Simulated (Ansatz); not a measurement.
```
K2PdBr6
1.0
    0.00000     5.09331     5.09331
    5.09331     0.00000     5.09331
    5.09331     5.09331     0.00000
K Pd Br
2 1 6
Cartesian
  2.54665   2.54665   2.54665
  7.63996   7.63996   7.63996
  0.00000   0.00000   0.00000
  2.46496   5.09331   5.09331
  7.72166   5.09331   5.09331
  5.09331   2.46496   5.09331
  5.09331   7.72166   5.09331
  5.09331   5.09331   2.46496
  5.09331   5.09331   7.72166
```

The cell is a database entry relaxed within its symmetry; it need not be the phase found at ambient conditions. Dynamical quadrupoles are not included in the interpolation of the phonons between the solved wave vectors.

Is this relaxed cell dynamically stable according to harmonic phonons (finite displacements on a 2×2×2 mesh, DFT at the PBEsol level (Ansatz, an electronic-structure program), k mesh 4×4×4)? If not, where is the strongest instability?

No. The softest mode is 28i cm⁻¹ at q = (0.000, 0.000, 0.000) in fractions of the reciprocal vectors of this cell, and 4 of the 8 wave vectors of the mesh carry a mode beyond 15i cm⁻¹.

The PAW data sets were generated under PBE and serve the other functionals too.
